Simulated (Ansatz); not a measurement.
Start from CuAu (space group P4/mmm, No. 123; a = 2.869 Å, c = 3.645 Å; relaxed with 0.1 eV smearing).

The values are results of Ansatz (an electronic-structure program), PBE, PAW, cutoff 420 eV, spin-orbit coupling left out, not measurements.

For the base:

| Property | Value |
|---|---|
| Pressure | 0.0 GPa |
| Band gap | zero |

One thing is altered: an isotropic linear strain of +1.50 %, atoms relaxed at fixed cell.

How does this affect the energy relative to the base?

The energy grows by 12 meV/atom.

What does the calculation give for the pressure after the change?

The pressure (mean of the normal stresses, compression positive) goes from zero to -5.5 GPa.

Estimate the effect on the band gap.

The band gap remains zero.

Stability against distortions was not tested. All final runs are without spin polarisation.
